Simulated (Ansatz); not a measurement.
The starting structures come from a database of crystals and need not be the phases stable at ambient conditions.

Tunnelling through a barrier is set by its complex band structure: the current falls as exp(−2κd) with the smallest κ.

```yaml
crystal:
  lattice:
    - [4.97559, 0.00000, 0.00000]
    - [0.00000, 6.90089, 0.00000]
    - [0.00000, 0.00000, 4.97559]
  atoms:
    - { symbol: Si, position: [0.80325, 0.00000, 0.19675] }
    - { symbol: Si, position: [0.30325, 0.25000, 0.30325] }
    - { symbol: Si, position: [0.19675, 0.50000, 0.80325] }
    - { symbol: Si, position: [0.69675, 0.75000, 0.69675] }
    - { symbol: O, position: [0.26176, 0.31796, 0.61039] }
    - { symbol: O, position: [0.88961, 0.56796, 0.76176] }
    - { symbol: O, position: [0.73824, 0.81796, 0.38961] }
    - { symbol: O, position: [0.11039, 0.06796, 0.23824] }
    - { symbol: O, position: [0.23824, 0.43204, 0.11039] }
    - { symbol: O, position: [0.61039, 0.18204, 0.26176] }
    - { symbol: O, position: [0.76176, 0.93204, 0.88961] }
    - { symbol: O, position: [0.38961, 0.68204, 0.73824] }
```

Space group of this cell: P4_32_12. The cell is taken as given.

Transport runs along the normal of the first two printed cell vectors, the (100) plane of the conventional cell.

The gap is the functional's own, uncorrected, and κ follows it; spin-orbit coupling is left out. Mid-gap values are interpolated between the computed energies.

Task: Predict the band gap and the smallest decay constant κ at mid-gap from r2SCAN (Ansatz, a program for electronic structure).

Result: Gap 6.35 eV on a 6×6×6 mesh; κ = 0.497 1/Å, at the zone centre.
